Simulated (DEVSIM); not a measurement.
Device: Co/SiON/n-Ge capacitor, at 250 K.

| layer (left to right) | material | thickness (nm) | Nd (cm⁻³) |
|---|---|---|---|
| 1 | SiON | 2.60 | - |
| 2 | Ge | 2200 | 7.2e16 |

Metal gate on the left, work function 5 eV. Fixed charge at the semiconductor interface 1.8e10 cm⁻² (in units of +e); interface traps 3e11 cm⁻² eV⁻¹, uniform in energy, neutral level at 0.3 of the gap above the valence band.

The device is made up for the run: typed textbook-type constants, with dimensions and the other settings drawn at random. Values at 300 K; Nc and Nv go as T^1.5, mobilities as T to minus their exponent, the gap by Varshni's rule with the affinity fixed.

| parameter | SiON | Ge |
|---|---|---|
| gap (eV) | 7 | 0.664 |
| affinity (eV) | 1.4 | 4 |
| permittivity | 5.5 | 16 |
| Nc (cm⁻³) | - | 1.04e19 |
| Nv (cm⁻³) | - | 6e18 |
| Varshni α (eV/K) | - | 0.000477 |
| Varshni β (K) | - | 235 |

Simulated with DEVSIM: 1D Poisson equation in equilibrium, Boltzmann statistics, complete ionisation; no quantum confinement or tunnelling. Metal contacts follow the ideal Schottky-Mott rule: no Fermi-level pinning, no interface dipoles.

The SiON thickness was swept, all else fixed.

| SiON thickness (μm) | threshold voltage (band bending 2φF) (V) | minimum of the low-frequency capacitance (μF/cm²) | capacitance of the dielectric stack (μF/cm²) |
|---|---|---|---|
| 0.001 | 0.38 | 0.189 | 4.87 |
| 0.0014 | 0.37 | 0.186 | 3.48 |
| 0.0018 | 0.36 | 0.183 | 2.71 |
| 0.0022 | … | 0.181 | 2.21 |
| 0.0026 | 0.33 | 0.179 | 1.87 |
| 0.0031 | 0.32 | 0.175 | 1.57 |

Q: What belongs in the gaps?

A: 
- 0.0022, threshold voltage (band bending 2φF) (V): 0.35
